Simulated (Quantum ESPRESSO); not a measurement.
**Several settings converged on Hf (P6/mmm, 3 atoms in the cell)**

```yaml
crystal:
  lattice:
    - [4.93752, 0.00000, 0.00000]
    - [-2.46876, 4.27602, 0.00000]
    - [0.00000, 0.00000, 3.07080]
  atoms:
    - { symbol: Hf, position: [0.66667, 0.33333, 0.50000] }
    - { symbol: Hf, position: [0.33333, 0.66667, 0.50000] }
    - { symbol: Hf, position: [0.00000, 0.00000, 0.00000] }
```

Base method: LDA (PZ), GBRV 1.5 ultrasoft (LDA) pseudopotentials (plane waves; Quantum ESPRESSO).

Base settings: ecutwfc = 40 Ry; ecutrho = 320 Ry; occupations = smearing; smearing = fermi-dirac; degauss = 0.0073499 Ry; potentials = {Hf: hf_lda_v1.uspp.F.UPF}; K_POINTS = automatic 4 4 5 0 0 0; conv_thr = 1e-10 Ry.

**Zone-centre phonons against the cutoff**

In this ladder: ph.x.tr2_ph = 1e-14; ph.x.fildyn = dyn.G; dynmat.x.fildyn = dyn.G; dynmat.x.asr = crystal. Moved along: ecutrho.

The mesh stays at the base's, so the ladder's end is converged at best in this setting alone.

Frequencies are those of the unrelaxed cell, without the LO-TO term of polar crystals.

Only quantities that move along the ladder and can be compared are tabulated.

```tsv
ecutwfc	lowest optical frequency (cm⁻¹)
20 Ry	71.7
28 Ry	66.6
40 Ry	66.0
60 Ry	65.9
```

Coarsest ecutwfc that holds the lowest optical frequency within 5 cm⁻¹ of the last step, with all finer ones: 28 Ry; the step before is off by 5.8 cm⁻¹.

**Zone-centre phonons against the SCF threshold**

In this ladder: ph.x.tr2_ph = 1e-14; ph.x.fildyn = dyn.G; dynmat.x.fildyn = dyn.G; dynmat.x.asr = crystal.

The mesh stays at the base's, so the ladder's end is converged at best in this setting alone.

Frequencies are those of the unrelaxed cell, without the LO-TO term of polar crystals.

Only quantities that move along the ladder and can be compared are tabulated.

```csv
conv_thr,highest zone-centre frequency (cm⁻¹),lowest optical frequency (cm⁻¹)
7.3e-05 Ry,112.8,48.9
7.3e-07 Ry,107.3,68.2
7.3e-09 Ry,105.7,65.7
7.3e-13 Ry,105.8,66.0
```

Coarsest conv_thr that holds the lowest optical frequency within 1 cm⁻¹ of the last step, with all finer ones: 7.3e-09 Ry; the step before is off by 2.2 cm⁻¹.

Coarsest conv_thr that holds the highest zone-centre frequency within 1 cm⁻¹ of the last step, with all finer ones: 7.3e-09 Ry; the step before is off by 1.5 cm⁻¹.

On the base run: the starting cell comes from a database of computed structures (which also holds hypothetical and non-ambient phases and stackings), without a prior relaxation at this level. Its lattice was rescaled by up to half a per cent. In the base run, with a pressure of about -6 GPa the cell is away from its equilibrium volume at this level. Without a gap this mesh is coarse (it stands for a supercell whose shortest vector is 15 Å).
